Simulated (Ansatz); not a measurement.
Cubic perovskite CsCdF3 was calculated with HSE06 (PAW; Ansatz, a first-principles code).

Run with plane-wave cutoff 460 eV, 6×6×6 k mesh, Fermi–Dirac smearing 0.01 eV, scalar-relativistic PAW data made under PBE.

Energies at three volumes about the minimum:

```json
[
 {"V (Å³/atom)": "17.828", "E − E_lowest (meV/atom)": "2.39"},
 {"V (Å³/atom)": "18.285", "E − E_lowest (meV/atom)": "0.00"},
 {"V (Å³/atom)": "18.510", "E − E_lowest (meV/atom)": "0.41"}
]
```

Task: Fit a parabola by hand: where is the minimum, what lattice constant follows, and what is the bulk modulus?

Result: Slopes: (0.00 − 2.39)/(18.285 − 17.828) = -5.230 and (0.41 − 0.00)/(18.510 − 18.285) = 1.822 meV/Å³. Curvature E″ = 2 × (1.822 − (-5.230))/(18.510 − 17.828) = 20.680 meV/Å⁶. From the middle of the first interval, the slope vanishes at V0 = 18.0565 − (-5.230)/20.680 = 18.309 Å³/atom. B = V0 E″ = 18.309 × 20.680 meV/Å³ × 0.1602 GPa per meV/Å³ = 60.7 GPa. With 5 atoms in the cube, a = (5 × 18.309)^(1/3) = 4.507 Å. The full Birch–Murnaghan fit to all volumes gives V0 = 18.305 Å³/atom and B0 = 58.7 GPa.

Note: the relaxation could not lower the start's symmetry, so the cell can be a saddle point above a distorted one.
